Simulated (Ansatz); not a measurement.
The parent structure is TiO$_{2}$ in the rutile structure (space group P4_2/mnm, No. 136; a = 4.643 Å, c = 2.964 Å). Axes: x, y, z lie along a, b, c of the conventional cell.

Structures relaxed with PBE, PAW, 420 eV (Ansatz, a quantum-chemistry and plane-wave program; scalar-relativistic without spin-orbit coupling).

Base:

Simulated powder pattern, Mo Kα, λ = 0.71073 Å (kinematic, ideal powder, no thermal factors, no anomalous dispersion; the 14 strongest lines at most, above 2 %, up to 2θ = 40°):

```
2θ (°)  I/Imax (%)    hkl
------  ----------  -----
12.43          100  (110)
16.36           47  (101)
17.61          7.3  (200)
18.59           20  (111)
19.71          7.6  (210)
24.12           68  (211)
25.00           21  (220)
27.75         10.0  (002)
28.01           10  (310)
30.02           27  (301)
30.51           13  (112)
37.69          9.0  (222)
39.46          8.3  (411)
39.84          6.1  (312)
```

After one change:

Simulated powder pattern, Mo Kα, λ = 0.71073 Å (kinematic, ideal powder, no thermal factors, no anomalous dispersion; the 14 strongest lines at most, above 2 %, up to 2θ = 40°):

```csv
2θ (°),I/Imax (%)
12.43,100
16.72,45
17.61,7.1
18.91,19
19.71,7.4
24.37,66
25.00,21
28.01,11
28.63,9.0
30.23,26
31.31,12
35.20,5.6
38.37,8.6
39.62,8.1
```

Q: Which of these changes matches the shifts?
A) uniaxial strain ε_zz = −3.00 %
B) uniaxial strain ε_zz = −0.60 %
C) uniaxial strain ε_zz = −1.20 %

A: A, uniaxial strain ε_zz = −3.00 %. Its volume per atom is 10.33 Å³ against 10.65 Å³, and its space group is P4_2/mnm (No. 136).

Whether these cells are dynamically stable was not tested. All final runs are without spin polarisation.
